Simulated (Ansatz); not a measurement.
**One base run on K₃GaF₆ (P1, 10 atoms in the cell) and variants with one or two settings moved**

```
CELL_PARAMETERS angstrom
      0.00000     4.34904     4.34904
      4.34904     0.00000     4.34904
      4.34904     4.34904     0.00000
ATOMIC_POSITIONS crystal
  K  0.23810 0.21956 0.27710
  K  0.75276 0.76640 0.71801
  K  0.49785 0.51788 0.49006
  Ga 0.02828 0.99201 0.99223
  F  0.79658 0.22935 0.19868
  F  0.23747 0.76516 0.79218
  F  0.21860 0.77309 0.22718
  F  0.76576 0.22802 0.77499
  F  0.20606 0.22425 0.80103
  F  0.75853 0.78429 0.22854
```

Base run A: Ansatz (an electronic-structure program) with HSE06, default PAW files made with PBE, self-consistent single point.

Its settings: basis.ecutwfc = 420 eV; kpoints.mp_grid.grid = 2 2 2; hamiltonian.xc = hse06; hamiltonian.pseudopotentials = {kind: paw} (the program's default PAW files); scf.occupations.method = fixed.

The starting cell comes from a database of computed structures (which also holds hypothetical and non-ambient phases and stackings), without a prior relaxation at this level. Its atoms were displaced at random from the sites of space group no. 225. In the base run, forces exceed 1 eV/Å. Ansatz's pressure includes its estimate of the finite-basis (Pulay) stress.

ΔF is the free energy per atom less that of run A. A dash stands where there is no value to compare (another energy zero or no entropy term, no result, no spin, no clean gap, or a mesh too coarse for one). Total energies depend on the potentials, the functional and any Hubbard or dispersion term, so they are compared only between runs that share all of them.

Runs D, E sample the zone with one or two k-points, far too few for so small a cell.

Run A gave: pressure (GPa) 0.66; largest force (eV/Å) 3.092; gap on the mesh (eV) 7.795; k-points 8.

Runs:
- B: hamiltonian.xc: hse06 → pbesol [PBEsol]
- C: hamiltonian.xc: hse06 → pbe0 [PBE0]
- D: kpoints.mp_grid.grid: 2 2 2 → 1 1 1
- E: kpoints.mp_grid.grid: 2 2 2 → 1 1 1; kpoints.mp_grid.shift: default → 0.5 0.5 0.5
- F: scf.convergence.dr2_threshold: default (1e-07 eV) → 1e-06 eV
- G: scf.mixing.algorithm: default (the program chose MSR1) → anderson; scf.mixing.beta: default → 0.1
- H: scf.mixing.preconditioner: default (the program chose none) → local_kerker
- I: scf.exx.singularity: default → wigner_seitz

What does run C change against A?

The pressure hardly changes (0.66 to 0.61 GPa), the largest force moves little (3.092 to 3.098 eV/Å) and the gap on the mesh goes from 7.795 to 8.572 eV.

What does run E change against A?

The free energy drops by 4.2 meV/atom, the pressure moves little (0.66 to 0.64 GPa), the largest force moves little (3.092 to 3.083 eV/Å) and the gap on the mesh goes from 7.795 to 9.549 eV.

What does run B change against A?

The pressure goes from 0.66 to 0.19 GPa, the largest force goes from 3.092 to 3.080 eV/Å and the gap on the mesh goes from 7.795 to 5.552 eV.

| run | ΔF (meV/atom) | pressure (GPa) | largest force (eV/Å) | gap on the mesh (eV) | k-points |
|---|---|---|---|---|---|
| A | 0.00 | 0.66 | 3.092 | 7.795 | 8 |
| B | – | 0.19 | 3.080 | 5.552 | 8 |
| C | – | 0.61 | 3.098 | 8.572 | 8 |
| D | 120.3 | 3.10 | 3.130 | 7.711 | 1 |
| E | -4.2 | 0.64 | 3.083 | 9.549 | 1 |
| F | 0.00 | 0.66 | 3.092 | 7.795 | 8 |
| G | 0.00 | 0.66 | 3.092 | 7.795 | 8 |
| H | 0.00 | 0.66 | 3.092 | 7.795 | 8 |
| I | – | 0.66 | 3.092 | 7.795 | 8 |

Keys are those of Ansatz 0.2.
